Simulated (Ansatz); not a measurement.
The reference is GaAs in the zinc blende structure (space group F-43m, No. 216).

```yaml
crystal:
  lattice:
    - [0.00000, 2.83335, 2.83335]
    - [2.83335, 0.00000, 2.83335]
    - [2.83335, 2.83335, 0.00000]
  atoms:
    - { symbol: Ga, position: [0.00000, 0.00000, 0.00000] }
    - { symbol: As, position: [0.25000, 0.25000, 0.25000] }
```

Cartesian axes are those of the cell as printed.

Method: Ansatz (a program for electronic structure) r2SCAN, scalar-relativistic without spin-orbit coupling.

One thing is altered: tensor shear ε_xy = +0.57 % (engineering shear γ = 0.0114); the atoms relax in the strained cell.

Q: Predict the stress tensor and what it implies for the stiffness.

A: Stress of the strained cell less that of the base (GPa, compression positive):
```
   0.01   -0.69    0.00
  -0.69    0.01    0.00
   0.00    0.00    0.00
```

Then −Δσ/γ with γ = 2ε = 0.0114 gives relaxed-ion elastic constants: C66 ≈ 60 GPa.

No phonon test of stability was made.
